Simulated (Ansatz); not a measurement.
Base system: LaBr3 in the ReO3 type structure (space group Pm-3m, No. 221; a = 5.885 Å; a hypothetical phase, not in the database extracts checked). Axes: x, y, z lie along the cube axes.

(Cell as relaxed with PBE.)

Levels (all Ansatz, an electronic-structure program, PAW): PBE (420 eV, without spin-orbit coupling); PBEsol (420 eV, spin-orbit coupling left out).

Each level relaxes its own structure.

| base | PBE | PBEsol |
|---|---|---|
| volume per atom | 50.96 Å³ | 48.85 Å³ |
| lattice parameter a | 5.885 Å | 5.803 Å |
| band gap | 3.38 eV | 3.52 eV |

It is then changed as follows: the cell is compressed by 1.44 % along x with no lateral relaxation; the atoms relax in the strained cell.

| quantity | PBE | PBEsol |
|---|---|---|
| shift of the gap caused by the change | +0.04 eV | (withheld) |
| band gap | 3.43 eV | (withheld) |
| stress (xx, yy, zz, yz, xz, xy; compression positive) | (1.02, 0.06, 0.06, 0.00, 0.00, 0.00) GPa | (withheld) |

Predict the PBEsol column.


- shift of the gap caused by the change, PBEsol: -0.03 eV
- band gap, PBEsol: 3.48 eV
- stress (xx, yy, zz, yz, xz, xy; compression positive), PBEsol: (1.16, 0.06, 0.06, 0.00, 0.00, 0.00) GPa

PBE's shift of the gap caused by the change lies 0.077 eV above PBEsol's; PBE's band gap lies 0.058 eV below PBEsol's. Neither level is exact; PBEsol is the comparison here, not a measurement.

No phonon test of stability was made.
